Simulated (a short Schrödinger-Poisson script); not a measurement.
Structure: gated In0.52Al0.48As/In0.53Ga0.47As modulation-doped gas in a quantum well, at 77 K.

| layer | material | thickness (nm) | Nd (cm⁻³) | Na (cm⁻³) |
|---|---|---|---|---|
| 1 | In0.52Al0.48As | 20 | - | - |
| 2 | In0.52Al0.48As | 20 | 2.6e18 | - |
| 3 | In0.52Al0.48As | 3 | - | - |
| 4 | In0.53Ga0.47As | 10 | - | - |
| 5 | In0.52Al0.48As | 4000 | - | 7e14 |

Constants are typed, rounded textbook-type inputs, not results; the design itself was drawn at random and stands for no fabricated device. In0.52Al0.48As: permittivity 12.5, conduction-band edge (eV) 0.52, gap (eV) 1.45, electron mass (mₑ) 0.075, Nv at 300 K (cm⁻³) 1.1e19. In0.53Ga0.47As: permittivity 13.9, conduction-band edge (eV) 0, gap (eV) 0.74, Nv at 300 K (cm⁻³) 7.7e18.

Channel valleys (confinement mass, in-plane density-of-states mass, number): Γ 0.041, 0.041, 1. At the gate the conduction-band edge of layer 1 lies 0.65 eV − eVg above the Fermi level of the channel; the field vanishes at the back. Donor level 0.006 eV below the band edge. The barrier under the gate holds no holes. Gaps are held at their typed values at every temperature. Mesh 0.08 nm at interfaces.

From a short Schrödinger-Poisson script (our own, NumPy): 1D Poisson equation in equilibrium, electrons quantum, Hartree (BenDaniel-Duke, 40 states a valley, the channel's in-plane mass for all, wave functions free to enter the barrier), parabolic valleys, classical holes, donors ionised by Fermi statistics, acceptors fully, no traps, pinning or gate leakage.

The same stack at other levels of the model or other numerical settings:

```tsv
run	sheet density of all electrons at Vg = 0.4 V (cm⁻²)	sheet density of all electrons at Vg = -1.1 V (cm⁻²)	capacitance at Vg = 0.4 V (μF/cm²)	centroid of the channel electrons at Vg = 0.4 V (nm)	rough cost against the base
base	2.20e12	1.27e12	0.477	4.07	about 1
electrons treated as classical, Boltzmann	3.23e12	[?]	0.475	[?]	0.02
electrons treated as classical, Fermi-Dirac	[?]	1.30e12	0.477	3.99	0.09
electrons treated as quantum, Hartree plus LDA exchange-correlation	2.26e12	1.28e12	0.477	4.03	2
mesh six times as coarse	2.20e12	1.26e12	0.477	4.04	0.2
one subband a valley	2.19e12	1.27e12	0.476	4.07	0.2
```

Complete the blanks.


- electrons treated as classical, Boltzmann, centroid of the channel electrons at Vg = 0.4 V (nm): 0.86
- electrons treated as classical, Boltzmann, sheet density of all electrons at Vg = -1.1 V (cm⁻²): 1.49e12
- electrons treated as classical, Fermi-Dirac, sheet density of all electrons at Vg = 0.4 V (cm⁻²): 2.33e12

The classical rows ignore confinement, and Boltzmann statistics overrate the density once the band edge passes the Fermi level.
